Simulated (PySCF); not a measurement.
PySCF 2.14.0, MP2 (frozen core)/cc-pvdz: C[C@@H]([SiH3])O[Si@@H](C)C[SiH3], 24 atoms. The geometry is a generated start, not checked to be a minimum at this level.

| Quantity | Result |
|---|---|
| task | mp2 |
| basis | cc-pvdz |
| two-electron scheme | exact four-centre integrals |
| frozen core | true |
| mf.init_guess | minao (default) |
| mf.DIIS | CDIIS (default) |
| mf.diis_space | 8 (default) |
| mf.conv_tol | 1e-09 (default) |
| basis functions (reference run) | 204 |

On 4 threads, 1 BLAS thread. Build: conda-forge: OpenMP (GNU), OpenBLAS with its own threads, libcint, Libxc. Single runs; times are not shown.

Values of mol.max_memory tried: 8000 MB, 4000 MB, 2000 MB, 1000 MB, 500 MB, 300 MB, 200 MB.

### Question
What happens as the memory setting falls?

### Answer
It runs down to 200 MB, the lowest tried, with the same result. At 8000 MB: SCF integrals in memory, transformation in memory. From 2000 MB down: SCF integrals in memory, transformation through a file. From 1000 MB down: direct SCF, transformation through a file.

| mol.max_memory | path | peak memory |
|---|---|---|
| 8000 MB | SCF integrals in memory, transformation in memory | 2.5 GiB |
| 4000 MB | SCF integrals in memory, transformation in memory | 2.5 GiB |
| 2000 MB | SCF integrals in memory, transformation through a file | 3.4 GiB |
| 1000 MB | direct SCF, transformation through a file | 1.8 GiB |
| 500 MB | direct SCF, transformation through a file | 1.8 GiB |
| 300 MB | direct SCF, transformation through a file | 1.8 GiB |
| 200 MB | direct SCF, transformation through a file | 1.8 GiB |

Peak memory is the kernel's count for the largest process, libraries included and scratch files not. The peak passes the setting at 2000 MB, 1000 MB, 500 MB, 300 MB, 200 MB: it is no hard cap. MP2's transformation through a file may take 2000 MB even at lower settings.
